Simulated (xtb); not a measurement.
xtb 6.7.1, GFN2-xTB: c1ccc2cc(-c3ccc(-c4ccc5ccccc5c4)[se]3)ccc2c1, 41 atoms. The geometry is a generated start, not checked to be a minimum at this level.

| Property | Result |
|---|---|
| method | GFN2-xTB |
| --acc | 1 (default) |
| --etemp (K) | 300 (default) |
| detailed input (--input) | none: ANC optimiser, Lindh (1995) Hessian, microcycle=20, maxdispl=1.0, hlow=0.01 (default) |
| basis functions | 122 |
| valence electrons | 118 |

The structure is relaxed from this start with --opt LEVEL for the levels crude, sloppy, loose, lax, normal, tight, vtight, extreme, once each. Up to the end of the extreme run atoms move by at most 2.8 Å along an axis.

Q: What is the loosest level that ends within 1 meV of the extreme run, and how many cycles does it take?

A: vtight: 122 cycles against 122, ending 0.000 meV above.

```csv
level,cycles,energy above the extreme run (meV),gradient norm (eV/Å)
crude,6,110,0.22
sloppy,21,30,0.27
loose,23,27,0.14
lax,40,7.8,0.11
normal,52,4.4,0.014
tight,75,1.7,0.0058
vtight,122,under 0.01,0.0024
extreme,122,—,0.0024
```
